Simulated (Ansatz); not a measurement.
The starting structures come from a database of crystals and need not be the phases stable at ambient conditions.

The decay constant κ of evanescent states in the gap governs leakage through a thin film.

Here is the system:

```xyz
28
Lattice="3.7973 0.0000 0.0000 0.0000 15.9130 0.0000 0.0000 2.5190 5.8085" Properties=species:S:1:pos:R:3 pbc="T T T"
Ba     0.0000     9.9407     4.5754
Ba     1.8986     1.7943     4.1374
Ti     1.8986    10.2105     0.7208
Ti     1.8986     6.9424     2.1381
Ti     0.0000    14.9185     2.1834
Ti     0.0000     2.2736     0.7661
Ti     1.8986    12.5454     2.7951
Ti     1.8986     6.8609     5.2602
Ti     0.0000    12.5836     0.1092
Ti     0.0000     4.8740     3.4526
O      1.8986     8.3616     0.9340
O      0.0000     0.8544     1.9703
O      1.8986    12.3863     4.5527
O      1.8986     5.7339     0.5367
O      0.0000    15.2617     4.1601
O      0.0000     3.4821     2.3676
O      1.8986    10.6504     2.5755
O      1.8986     7.9957     3.7268
O      0.0000    14.4786     0.3288
O      0.0000     3.7393     4.9860
O      0.0000    12.8048     2.3879
O      0.0000     6.3864     5.1713
O      1.8986    12.3242     0.5164
O      1.8986     5.3486     3.5415
O      0.0000    10.5840     0.5216
O      0.0000     6.5417     2.2746
O      1.8986    14.5450     2.3827
O      1.8986     2.6743     0.6296
```

Space group of this cell: Pmmn. The cell is taken as given; by r2SCAN its mean pressure is -1.3 GPa.

Transport runs along the normal of the first two printed cell vectors.

No gap correction and no spin-orbit coupling; mid-gap values are interpolated between computed energies.

Problem. Predict the band gap and the smallest decay constant κ at mid-gap from r2SCAN (Ansatz, an electronic-structure program).

Solution. Gap 3.20 eV on a 8×6×6 mesh; κ = 0.444 1/Å, at the zone centre.
